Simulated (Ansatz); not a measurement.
For Pd3Ge (model structure, started from the D03 type, Fm-3m, No. 225, 4 atoms in the cell), PBEsol in Ansatz (PAW) gives:

| Property | Result |
|---|---|
| lattice constant a | 6.144 Å |
| formation enthalpy | -0.339 eV/atom |

Task: What does PBE-D3(BJ) (PAW; Ansatz, an electronic-structure program) give for the same quantities?

Result: 
- lattice constant a: 6.161 Å (increases by 0.3 %)
- formation enthalpy: -0.339 eV/atom (moves by 0.000 eV/atom)

Changes are worked out from the printed values.

Unless a cell is named, each level is at its own relaxed cell (PBEsol 14.50, PBE-D3(BJ) 14.62 Å³/atom).

Ansatz's density-functional and Hartree–Fock values are scalar-relativistic unless marked +SOC, with PAW data made under PBE.

A model structure was made by putting elements into a prototype or built by hand; it is no filed structure, need not be a known phase, and can be a saddle point held by its symmetry.
